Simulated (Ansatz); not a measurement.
# Rock-salt TaC

Method: PBEsol in Ansatz (PAW).

Run with plane-wave cutoff 500 eV, 10×14×1 k mesh (along the axes of the cell as run), Fermi–Dirac smearing 0.05 eV, scalar-relativistic PAW data made under PBE.

Cell: relaxed at this level.

```
Property                              Value
--------------------------------  ---------
surface energy of the (110) face  3.64 J/m²
work function of the (110) face     4.21 eV
```

The slab of 16 atoms is relaxed and unreconstructed.

Spin–orbit coupling is not included.

The computed numbers hold no vibrational or temperature effects.

Computing time: about 24 core-minutes (a rough figure).

Ansatz is an electronic-structure program.
